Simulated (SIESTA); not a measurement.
Input and output of a self-consistent single point for PdIn (Pm-3m, 2 atoms in the cell) (SIESTA).

Level of theory: GGA PBEsol, numerical atomic orbitals DZP, PseudoDojo PBEsol standard norm-conserving potentials (rewritten from UPF to PSML) (SIESTA 5.4.2).

```
CELL_PARAMETERS angstrom
      3.25000     0.00000     0.00000
      0.00000     3.25000     0.00000
      0.00000     0.00000     3.25000
ATOMIC_POSITIONS crystal
  In 0.50000 0.50000 0.50000
  Pd 0.00000 0.00000 0.00000
```

Reference input (self-consistent single point, DFT, GGA PBE, numerical atomic orbitals DZP, PseudoDojo PBE standard norm-conserving potentials (rewritten from UPF to PSML)): XC.functional = GGA; XC.authors = PBE; potentials = PseudoDojo PBE standard; PAO.BasisSize = DZP; PAO.EnergyShift = 0.01 Ry; MeshCutoff = 400 Ry; kgrid.MonkhorstPack = 8 8 8; OccupationFunction = FD; ElectronicTemperature = 0.1 eV; MaxSCFIterations = 150; SCF.Mixer.Method = Broyden; SCF.Mixer.Weight = 0.25. This run's input differs from it in these lines:

```diff
@@ -1,2 +1,2 @@
-# files in the folder: In.psml Pd.psml (PseudoDojo PBE standard)
+# files in the folder: In.psml Pd.psml (PseudoDojo PBEsol standard)
 SystemName  PdIn
@@ -23,3 +23,3 @@
 XC.functional                GGA
-XC.authors                   PBE
+XC.authors                   PBEsol
 PAO.BasisSize                DZP
```

Log, with long lists cut:

```
        iscf     Eharris(eV)        E_KS(eV)     FreeEng(eV)     dDmax    Ef(eV) dHmax(eV)
   scf:    1    -5464.913952    -5472.597317    -5472.620632  1.037033 -4.107054  4.719421
   scf:    2    -5473.241498    -5472.952437    -5472.976125  0.122625 -4.077529  2.578086
   scf:    3    -5473.199414    -5473.087872    -5473.111885  0.105985 -4.146578  0.911338
   scf:    4    -5473.118448    -5473.106641    -5473.131103  0.056803 -4.196752  0.012669
   scf:    5    -5473.106575    -5473.106610    -5473.131106  0.000781 -4.200517  0.012631
   scf:    6    -5473.106609    -5473.106610    -5473.131115  0.001178 -4.204336  0.005858
   scf:    7    -5473.106619    -5473.106614    -5473.131116  0.000394 -4.204905  0.000485
   scf:    8    -5473.106616    -5473.106615    -5473.131116  0.000026 -4.204961  0.000227
SCF Convergence by DM+H criterion
max |DM_out - DM_in|         :     0.0000259102
max |H_out - H_in|      (eV) :     0.0002271386
SCF cycle converged after 8 iterations

Using DM_out to compute the final energy and forces

siesta: E_KS(eV) =            -5473.1066

siesta: E_KS - E_eggbox =     -5473.1066

siesta: Atomic forces (eV/Ang):
     1    0.000000    0.000000    0.000000
     2    0.000000    0.000000    0.000000
   Tot    0.000000    0.000000    0.000000
   Max    0.000000
   Res    0.000000    sqrt( Sum f_i^2 / 3N )
   Max    0.000000    constrained

Stress tensor Voigt[x,y,z,yz,xz,xy] (kbar):        5.49        5.49        5.49       -0.00       -0.00        0.00
(Free)E + p*V (eV/cell)    -5473.2488
Target enthalpy (eV/cell)    -5473.1311

siesta: Program's energy decomposition (eV):
siesta: FreeEng =     -5473.131116

   [... lines left out ...]
siesta:     0.003428    0.000000   -0.000000
siesta:     0.000000    0.003428   -0.000000
siesta:    -0.000000   -0.000000    0.003428

siesta: Cell volume =         34.328125 Ang**3

siesta: Pressure (static):
siesta:                Solid            Molecule  Units
siesta:          -0.00003734         -0.00003734  Ry/Bohr**3
siesta:          -0.00342798         -0.00342799  eV/Ang**3
siesta:          -5.49223594         -5.49223781  kBar
```

The run converged in 8 iterations. Against the reference run the pressure goes from 6.06 to -0.55 GPa.

The starting cell has typed, rounded lattice constants, without a prior relaxation at this level. Spin polarisation is off. Values carry the incompleteness of an atom-centred basis.
